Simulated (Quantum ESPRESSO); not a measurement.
A relaxation of the atoms of InAg₃ (Cmmm, 4 atoms in the cell) with Quantum ESPRESSO.

Computed with PBEsol, PSlibrary ultrasoft (PBE) pseudopotentials (plane waves; Quantum ESPRESSO 7.5).

Input:

```fortran
&CONTROL
    calculation = 'relax'
    prefix = 'inag3'
    outdir = './tmp'
    pseudo_dir = './'
/
&SYSTEM
    ibrav = 0
    nat = 4
    ntyp = 2
    ecutwfc = 50
    ecutrho = 300
    occupations = 'smearing'
    smearing = 'methfessel-paxton'
    degauss = 0.0099958
    input_dft = 'pbesol'
/
&ELECTRONS
    conv_thr = 1.0e-11
/
&IONS
/
ATOMIC_SPECIES
In   114.8180  In.pbe-dn-rrkjus_psl.1.0.0.UPF
Ag   107.8682  Ag.pbe-n-rrkjus_psl.1.0.0.UPF
ATOMIC_POSITIONS {crystal}
In    0.00000000    0.00000000    0.00000000
Ag    0.50000000    0.50000000    0.74287000
Ag    0.50000000    0.50000000    0.25713000
Ag    0.00000000    0.00000000    0.50000000
K_POINTS {automatic}
9 9 2  0 0 0
CELL_PARAMETERS {angstrom}
   1.55190500    -2.59615000     0.00000000
   1.55190500     2.59615000     0.00000000
   0.00000000     0.00000000     9.85995000
```

Log, with long lists cut:

```
     Self-consistent Calculation

     iteration #  1     ecut=    50.00 Ry     beta= 0.70

     Threshold (ethr) on eigenvalues was too large:
     Diagonalizing with lowered threshold

     total energy              =    -392.04392311 Ry
     estimated scf accuracy    <       0.03822061 Ry

     iteration #  2     ecut=    50.00 Ry     beta= 0.70

     total energy              =    -392.04150682 Ry
     estimated scf accuracy    <       0.06481653 Ry

     iteration #  3     ecut=    50.00 Ry     beta= 0.70

     total energy              =    -392.04669074 Ry
     estimated scf accuracy    <       0.10663221 Ry

   [... 7 blocks of this kind left out ...]

     iteration # 11     ecut=    50.00 Ry     beta= 0.70

     total energy              =    -392.05963280 Ry
     estimated scf accuracy    <          3.1E-11 Ry

     iteration # 12     ecut=    50.00 Ry     beta= 0.70
     End of self-consistent calculation

     the Fermi energy is    11.4420 ev

!    total energy              =    -392.05963280 Ry
     estimated scf accuracy    <          1.5E-12 Ry
     smearing contrib. (-TS)   =      -0.00010598 Ry
     internal energy E=F+TS    =    -392.05952683 Ry

     convergence has been achieved in  12 iterations

     Forces acting on atoms (cartesian axes, Ry/au):

     atom    1 type  1   force =     0.00000000    0.00000000    0.00000000
     atom    2 type  2   force =     0.00000000    0.00000000   -0.00306841
     atom    3 type  2   force =     0.00000000    0.00000000    0.00306841
     atom    4 type  2   force =     0.00000000    0.00000000    0.00000000

     Total force =     0.004339     Total SCF correction =     0.000001

     BFGS Geometry Optimization
   [... lines left out ...]
     the Fermi energy is    11.4475 ev
!    total energy              =    -392.05974466 Ry
     Total force =     0.000833     Total SCF correction =     0.000000
     bfgs converged in   6 scf cycles and   5 bfgs steps
     Final energy             =    -392.0597446561 Ry
   [... lines left out ...]

     File ./tmp/inag3.bfgs deleted, as requested
Begin final coordinates

ATOMIC_POSITIONS (crystal)
In               0.0000000000        0.0000000000        0.0000000000
Ag               0.5000000000        0.5000000000        0.7412334964
Ag               0.5000000000        0.5000000000        0.2587665036
Ag               0.0000000000        0.0000000000        0.5000000000
End final coordinates

   JOB DONE.
```

The run converged.  The full log also holds: “WARNING: bfgs curvature condition failed, Theta= 0.870”.

Summary of the result:
| Quantity | Result |
|---|---|
| Free energy E − TS | -5334.2446 eV |
| Fermi level (on the code's own zero) | 11.45 eV |
| Largest force (vector length) | 0.015 eV/Å |
| Relaxation steps | 5 |

The starting cell comes from a database of computed structures (which also holds hypothetical and non-ambient phases and stackings), without a prior relaxation at this level. The relaxation keeps the symmetry of its start, so its end need not be a minimum.

Cost on one core of a shared machine: roughly 7 min.
